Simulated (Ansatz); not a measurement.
We consider Ta2O5 (C2/m, No. 12, 7 atoms in the cell; start mp-1179062), described by r²SCAN in Ansatz (plane waves, PAW).

Run with plane-wave cutoff 560 eV, 8×8×8 k mesh, Fermi–Dirac smearing 0.01 eV, scalar-relativistic PAW data made under PBE.

Cell (relaxed at this level):

```yaml
crystal:
  lattice:
    - [4.21892, -3.38195, 0.19152]
    - [4.21892, 3.38195, 0.19152]
    - [-3.79387, 0.00000, 4.12473]
  atoms:
    - { symbol: Ta, position: [0.23573, 0.20458, 0.12098] }
    - { symbol: Ta, position: [0.79542, 0.76427, 0.87902] }
    - { symbol: O, position: [0.51555, 0.48445, 0.50000] }
    - { symbol: O, position: [0.51559, 0.98443, 0.00003] }
    - { symbol: O, position: [0.01557, 0.48441, 0.99997] }
    - { symbol: O, position: [0.92650, 0.89535, 0.71440] }
    - { symbol: O, position: [0.10465, 0.07350, 0.28560] }
```

What does this level give for the band gap, smallest direct gap on the k points sampled and Γ–Γ gap?


band gap: 3.69 eV
smallest direct gap on the k points sampled: 3.84 eV
Γ–Γ gap: 4.01 eV

Spin–orbit coupling is not included.

The result took about 3 core-minutes (a rough figure).

A start named mp-… is a Materials Project structure, which need not be a measured phase.

Ansatz is an electronic-structure program.
